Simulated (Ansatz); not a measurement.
**A computed series for Co2P: response to strain**

Take Co₂P (space group P-62m, No. 189; a = 5.656 Å, c = 3.360 Å; ferromagnetic; a cell from a computed database, its experimental status unchecked) as the base. Axes: x lies along a and z along c of the hexagonal cell.

Strains are applied to the cell and any free atomic positions relax; under biaxial strain the out-of-plane vector relaxes too; under stress the whole cell relaxes.

Level of theory: Ansatz (an electronic-structure program), PBEsol, PAW, cutoff 420 eV, spin-orbit coupling left out.

Notes on the quantities. energy relative to the base: free energy F; pressure: mean of the normal stresses, compression positive.

```csv
variant,largest site moment,energy relative to the base,pressure,shortest interatomic distance
base,0.76 μB,0 meV/atom,0.0 GPa,2.129 Å
"biaxial strain −4.31 %, plane normal [001], relaxed out of plane",0.70 μB,–,14.9 GPa,2.048 Å
isotropic strain −1.30 %,0.72 μB,+13 meV/atom,11.1 GPa,2.103 Å
isotropic strain +2.62 %,…,+47 meV/atom,-16.6 GPa,2.178 Å
"uniaxial stress, 5 GPa compression along x",0.88 μB,…,–,2.096 Å
```

Q: Complete the table.

A: 
- isotropic strain +2.62 %, largest site moment: 0.84 μB
- uniaxial stress, 5 GPa compression along x, energy relative to the base: +3.1 meV/atom

Other magnetic orders, which the real material may have, were not ruled out. Without a gap, meshes like the base's 10×10×14 leave anisotropic stresses uncertain by several tenths of a GPa, and small strain energies with them. Stability under load was not tested beyond the relaxation.
